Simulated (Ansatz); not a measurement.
Ansatz (a program for electronic structure) run on PdIn (Pm-3m, 2 atoms in the cell): zone-centre phonon calculation.

Computed with PBE (plane waves, PAW; Ansatz).

```
CELL_PARAMETERS angstrom
      3.25975     0.00000     0.00000
      0.00000     3.25975     0.00000
      0.00000     0.00000     3.25975
ATOMIC_POSITIONS crystal
  In 0.50000 0.50000 0.50000
  Pd 0.00000 0.00000 0.00000
```

Reference input (self-consistent single point, DFT, PBE, plane waves, default PAW files): basis.ecutwfc = 420 eV; kpoints.mp_grid.grid = 10 10 10; hamiltonian.xc = pbe; hamiltonian.pseudopotentials = {kind: paw} (the program's default PAW files); scf.occupations.method = gaussian; scf.occupations.width = 0.1 eV. This run's input differs from it in these lines:

Ansatz 0.2 input:
```diff
@@ -9,3 +9,3 @@
 basis:
-  ecutwfc: 420.0
+  ecutwfc: 295.0
 kpoints:
@@ -17,6 +17,4 @@
   occupations: { method: gaussian, width: 0.1 }
-output:
-  forces: true
-  eigenvalues: true
-  stress: true
+phonons:
+  method: dfpt
```

Output (repeated stretches shortened):

```
SCF iter   1: F=—  HF=-12571.318453 eV  |F-HF|=—  |Δ(HF+E_count)|=         —  Δρ=8.67e-3  dr2=7.42e-3  ethr=1.77e-3  ⟨swp⟩=4.9  Hψ=10618  notcnv=0
all-band conjugate gradients solve this SCF's bands
preconditioner: auto → none
SCF iter   2: F=—  HF=-12571.316548 eV  |F-HF|=—  |Δ(HF+E_count)|=   1.90e-3  Δρ=3.85e-3  dr2=1.48e-3  ethr=2.39e-5  ⟨swp⟩=2.8  Hψ=5441  notcnv=0
   [... lines left out ...]
SCF iter   5: F=—  HF=-12571.316581 eV  |F-HF|=—  |Δ(HF+E_count)|=   1.52e-6  Δρ=6.71e-6  dr2=1.34e-8  ethr=1.42e-9  ⟨swp⟩=2.1  Hψ=4023  notcnv=0
SCF iter   6: F=—  HF=-12571.316581 eV  |F-HF|=—  |Δ(HF+E_count)|=   4.32e-9  Δρ=2.75e-6  dr2=1.98e-9  ethr=4.32e-11  ⟨swp⟩=2.0  Hψ=3787  notcnv=0
SCF iter   7: F=—  HF=-12571.316581 eV  |F-HF|=—  |Δ(HF+E_count)|=  3.00e-10  Δρ=6.71e-7  dr2=1.31e-10  ethr=6.38e-12  ⟨swp⟩=2.0  Hψ=3070  notcnv=0
SCF iter   8: F=-12571.316581 eV  HF=-12571.316581 eV  |F-HF|=0.00e0  |Δ(HF+E_count)|=  1.09e-11  Δρ=8.81e-8  dr2=2.03e-12  ethr=1.00e-12  ⟨swp⟩=5.9  Hψ=9966  notcnv=0
SCF 1 converged in 8 iterations: F = -12571.316581 eV  dr2 = 2.03e-12
DFPT response loops at Γ: preconditioner auto → Kerker (q_TF=auto, 2.678 Å⁻¹) (partly filled bands, converged f_vac=0.000) …
Free energy (F): -12571.316581 eV
Internal energy: -12571.311460 eV  (E = F + TS)
E sigma→0 (E₀):  -12571.314021 eV
Entropy (-TS):   -0.005121 eV (-2.560 meV/atom)
Fermi energy:    17.123882 eV
--- Phonons (Γ-DFPT): 2 representative perturbations + reference, on 126 of 1000 k-points (Σ response iterations 6) ---
  k mesh reduced under 8 symmetry operations, with k and −k counted as one. Each operation leaves every solved perturbation unchanged …
  ASR residual: 9.799e-5 → 0.000e0 eV/Å²; symmetrization residual: 2.783e-5 eV/Å²
  ASR residual per site (eV/Å²): 3.34e-5 9.80e-5
  Γ frequencies (cm⁻¹): 0.00 0.00 0.00 153.33 153.33 153.33
  non-analytic LO–TO correction: not included (Born effective charges unavailable; polar crystals: no LO–TO splitting at Γ)
```

The run converged in 8 iterations. 

Summary of the result:
| Item | Value |
|---|---|
| Free energy E − TS (on the zero of these files) | -12571.3166 eV |
| Fermi level (on the code's own zero) | 17.12 eV |
| Zone-centre frequencies (cm⁻¹; negative means imaginary) | 0, 0, 0, 153, 153, 153 |

The starting cell has typed, rounded lattice constants, without a prior relaxation at this level. Its lattice was rescaled by up to half a per cent. Spin polarisation is off. The cutoff lies below the one recommended for these files.
